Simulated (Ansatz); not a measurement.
Hypothetical zinc blende CaO: element substitutions

The parent structure is CaO in the zinc blende structure (space group F-43m, No. 216; a = 5.244 Å; a hypothetical phase, not in the database extracts checked).

Each row replaces one element on all its sites; cell and atoms are relaxed.

Levels (all Ansatz, a first-principles code, PAW): PBE (420 eV, scalar-relativistic without spin-orbit coupling); r2SCAN (500 eV, scalar-relativistic without spin-orbit coupling).

The base cell above is that of PBE; each level relaxes its own structures.

```tsv
case	shortest interatomic distance, PBE	shortest interatomic distance, r2SCAN
Ca → Li	1.933 Å	___
O → C	2.465 Å	2.461 Å
O → F	2.408 Å	___
```

Question: What belongs in the blanks?

Answer: 
- Ca → Li, shortest interatomic distance, r2SCAN: 1.904 Å
- O → F, shortest interatomic distance, r2SCAN: 2.379 Å

PBE lies above r2SCAN in every row, by 0.004 Å to 0.030 Å. They put the cases in the same order.

The magnetic state is the one reached from the starting moments; the real material's order can differ, and small cells can't hold many antiferromagnetic ones. Stability against distortions was not tested. As relaxed here, LiO and CaC are hypothetical phases, not in the database extracts checked. Spin-polarised in the final run: PBE LiO, r2SCAN LiO, PBE CaF and r2SCAN CaF; the other runs are not.
